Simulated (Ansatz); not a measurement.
Given:

```
ZrO2
1.0
    0.00000     2.48185     2.48185
    2.48185     0.00000     2.48185
    2.48185     2.48185     0.00000
Zr O
1 2
Direct
  0.00000   0.00000   0.00000
  0.25000   0.25000   0.25000
  0.75000   0.75000   0.75000
```

No spin polarisation.

All numbers come from Ansatz (a quantum-chemistry and plane-wave program) r2SCAN, without spin-orbit coupling. Settings: 11×11×11 k-points, 0.05 eV Fermi–Dirac smearing.

Problem. Predict the smallest direct gap and electron mass.

Solution. The smallest direct gap is 4.59 eV and the electron mass (degenerate bands, along [100]) is 0.47, 1.9 mₑ (at Γ).

Load acts through the strain it causes; cell and atoms are relaxed under it. Masses are band curvatures over ±0.01 Å⁻¹ around the edge. Whether these cells are dynamically stable was not tested. No other phases were tried under pressure. The cell was made from ZrO₂ in the fluorite structure (space group Fm-3m, No. 225) by this change: pressure 22.5 GPa. This is not the structure that ZrO2 has at room temperature and ambient pressure.
